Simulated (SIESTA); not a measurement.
Input and output of a self-consistent single point for KF (Fm-3m, 2 atoms in the cell) (SIESTA).

Level of theory: SIESTA with LDA PW92, numerical atomic orbitals DZP, PseudoDojo LDA standard norm-conserving potentials (rewritten from UPF to PSML).

```xyz
2
Lattice="0.0000 2.6544 2.6544 2.6544 0.0000 2.6544 2.6544 2.6544 0.0000" Properties=species:S:1:pos:R:3 pbc="T T T"
K      0.0000     0.0000     0.0000
F      2.6544     2.6544     2.6544
```

Reference input (self-consistent single point, DFT, GGA PBE, numerical atomic orbitals DZP, PseudoDojo PBE standard norm-conserving potentials (rewritten from UPF to PSML)): XC.functional = GGA; XC.authors = PBE; potentials = PseudoDojo PBE standard; PAO.BasisSize = DZP; PAO.EnergyShift = 0.01 Ry; MeshCutoff = 350 Ry; kgrid.MonkhorstPack = 9 9 9; OccupationFunction = FD; ElectronicTemperature = 20 meV; MaxSCFIterations = 150; SCF.Mixer.Method = Pulay; SCF.Mixer.Weight = 0.2. This run's input differs from it in these lines:

```diff
@@ -1,2 +1,2 @@
-# files in the folder: K.psml F.psml (PseudoDojo PBE standard)
+# files in the folder: K.psml F.psml (PseudoDojo LDA standard)
 SystemName  KF
@@ -22,4 +22,4 @@
 
-XC.functional                GGA
-XC.authors                   PBE
+XC.functional                LDA
+XC.authors                   PW92
 PAO.BasisSize                DZP
```

Log, with long lists cut:

```
        iscf     Eharris(eV)        E_KS(eV)     FreeEng(eV)     dDmax    Ef(eV) dHmax(eV)
   scf:    1    -1482.275439    -1483.487696    -1483.487696  0.655604-10.253249  7.187062
   scf:    2    -1484.681007    -1484.150168    -1484.150168  0.149864 -6.920292  3.577758
   scf:    3    -1484.460989    -1484.389140    -1484.389140  0.211642 -7.783399  0.678400
   scf:    4    -1484.371643    -1484.391977    -1484.391977  0.093165 -4.380317  0.887626
   scf:    5    -1484.386159    -1484.389114    -1484.389114  0.005989 -4.378205  0.978811
   scf:    6    -1484.412931    -1484.404007    -1484.404007  0.051884 -4.379078  0.228791
   scf:    7    -1484.405214    -1484.404861    -1484.404861  0.015859 -4.369728  0.010513
mix: Pulay -- inversion failed, > SVD [rank/size] 3 / 6
   scf:    8    -1484.404863    -1484.404862    -1484.404862  0.000721 -4.369753  0.000363
mix: Pulay -- inversion failed, > SVD [rank/size] 3 / 7
   scf:    9    -1484.404862    -1484.404862    -1484.404862  0.000028 -4.369743  0.000022
mix: Pulay -- inversion failed, > SVD [rank/size] 3 / 7
   scf:   10    -1484.404862    -1484.404862    -1484.404862  0.000003 -4.369740  0.000015
SCF Convergence by DM+H criterion
max |DM_out - DM_in|         :     0.0000031512
max |H_out - H_in|      (eV) :     0.0000152466
SCF cycle converged after 10 iterations

Using DM_out to compute the final energy and forces

siesta: E_KS(eV) =            -1484.4049

siesta: E_KS - E_eggbox =     -1484.4049

siesta: Atomic forces (eV/Ang):
     1   -0.000000   -0.000000   -0.000000
     2    0.000000    0.000000    0.000000
   Tot   -0.000000   -0.000000    0.000000
   Max    0.000000
   Res    0.000000    sqrt( Sum f_i^2 / 3N )
   Max    0.000000    constrained

Stress tensor Voigt[x,y,z,yz,xz,xy] (kbar):       54.95       54.95       54.95        0.00        0.00        0.00
(Free)E + p*V (eV/cell)    -1485.6877
Target enthalpy (eV/cell)    -1484.4049

siesta: Program's energy decomposition (eV):
siesta: FreeEng =     -1484.404862

   [... lines left out ...]
siesta: Cell volume =         37.405586 Ang**3
siesta:         -54.94747282        -54.94747282  kBar
   [... lines left out ...]
               2s      2s      2py     2pz     2px     2py     2pz     2px
               3Pdxy   3Pdyz   3Pdz2   3Pdxz   3Pdx2-y2
   2  7.495   1.884  -0.004   2.111   2.111   2.111  -0.241  -0.241  -0.241
              0.000   0.000   0.003   0.000   0.003

mulliken: Qtot =       16.000

Mulliken Atomic Populations:
Atom #   charge [q] valence [e]  Species
     1     0.495138    8.504862  K
     2    -0.495138    7.495138  F
 Total     0.000000
```

The run converged in 10 iterations. Against the reference run the pressure goes from -0.64 to -5.49 GPa and the gap on the mesh goes from 5.619 to 5.164 eV.

The starting cell comes from a database of computed structures (which also holds hypothetical and non-ambient phases and stackings), without a prior relaxation at this level. Values carry the incompleteness of an atom-centred basis. The basis of the alkali or alkaline-earth atoms may lack their empty d shell, which can raise the gap. With a pressure of about -5 GPa the cell is away from its equilibrium volume at this level.
